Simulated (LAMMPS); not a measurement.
MD of InP (zinc blende) at zero pressure, 1728 atoms, as a liquid; each row is its own run.

Method: classical MD, pair style vashishta, file InP.vashishta; code LAMMPS.

| T (K) | D(P) (cm²/s) |
|---|---|
| 940 | 5.18e-6 |
| 1080 | 1.11e-5 |
| 1350 | 2.68e-5 |
| 1490 | 3.60e-5 |
| 1690 | 4.92e-5 |
| 1890 | 6.45e-5 |
| 2160 | 8.70e-5 |

Task: Fit an Arrhenius law, ln y = a + b / x, to these rows (x is the first column, y the second) and predict the run at x = 1220.

Result: Least squares gives a = -7.1668 and b = -4631. The slope times kB gives an activation energy of 0.40 eV. At x = 1220 the fit predicts 1.73e-5 cm²/s. The run itself gave (1.90 ± 0.06) × 10^-5 cm²/s, so the fit is 8.9 % low.

Caution: the real compound melts congruently only under the pressure of its own vapour and loses its more volatile element when open.

Caution (rows 940; 1080; 1220): this liquid lies under the melting point of about 1320 K that InP.vashishta gives, so it is undercooled.

Errors of D are the spread over four groups of atoms in one short run; a floor of about 5 %, a picked value, is safer.
